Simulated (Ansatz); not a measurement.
We consider Be₃N₂ (R3m, No. 160, 5 atoms in the cell; start mp-1070456; a measured phase of this formula has another space group), described by r²SCAN (Ansatz, a program for electronic structure, PAW).

Settings: plane-wave cutoff 560 eV, 14×14×14 k mesh, Fermi–Dirac smearing 0.01 eV, scalar-relativistic PAW data made under PBE.

Cell (relaxed at this level):

```
CELL_PARAMETERS angstrom
      1.41746     0.81837     4.86127
     -1.41746     0.81837     4.86127
      0.00000    -1.63674     4.86127
ATOMIC_POSITIONS crystal
  Be 0.14087 0.14087 0.14087
  Be 0.68241 0.68241 0.68241
  Be 0.91115 0.91115 0.91115
  N  0.79585 0.79585 0.79585
  N  0.29162 0.29162 0.29162
```

Question: Predict the band gap, direct gap at Γ and bulk modulus B0.

Answer: 
- band gap: 3.42 eV (on the SCF k mesh)
- direct gap at Γ: 6.79 eV
- bulk modulus B0: 220 GPa

Note: the relaxation could not lower the start's symmetry, so the cell can be a saddle point above a distorted one; the bulk modulus is −V dP/dV from two relaxed cells at ±2 % in volume.

Static lattice: no zero-point or thermal effects.

The result took about 3.0 core-minutes (a rough figure).

A start named mp-… is a Materials Project structure, which need not be a measured phase.
